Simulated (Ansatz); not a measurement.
Given:

```yaml
crystal:
  lattice:
    - [0.00000, 2.04133, 2.04133]
    - [2.04133, 0.00000, 2.04133]
    - [2.04133, 2.04133, 0.00000]
  atoms:
    - { symbol: Au, position: [0.00000, 0.00000, 0.00000] }
```

Computed with PBEsol, rigid bands (plane waves, PAW, scalar-relativistic; Ansatz, a quantum-chemistry and plane-wave program). Cell: cell and atoms relaxed with PBEsol.

For narrow interconnects the product ρ₀λ of bulk resistivity and mean free path ranks metals, the lower the better. What is it here?

8.4 ×10⁻¹⁶ Ω·m².

And the Drude plasma energy and the root-mean-square Fermi velocity at 300 K?

8.9 eV; 1.4e6 m/s.

A metal at this level (no band gap); rigid bands, thermally averaged at 300 K, both spins. Spin-orbit coupling is left out, which matters with elements this heavy. τ is one relaxation time for all states; the product of resistivity and mean free path takes one path for all states instead.
